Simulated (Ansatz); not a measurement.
AlB2-type ZrB2, treated with revPBE (Ansatz, an electronic-structure program, plane waves, PAW).

Numerical settings: plane-wave cutoff 520 eV, 24×24×16 k mesh (along the axes of the cell as run), Fermi–Dirac smearing 0.05 eV, scalar-relativistic PAW data made under PBE.

Response to compression and expansion:

Shape and atoms are relaxed at each volume.

| V (Å³/atom) | P (GPa) | c (Å) | a (Å) |
|---|---|---|---|
| 9.983 | 10.22 | 3.501 | 3.143 |
| 10.191 | 4.86 | 3.528 | 3.163 |
| 10.399 | 0.00 | 3.555 | 3.183 |
| 10.607 | -4.40 | 3.582 | 3.203 |
| 10.815 | -8.38 | 3.609 | 3.222 |

Note: the bulk modulus comes from volumes at which shape and atoms were relaxed.
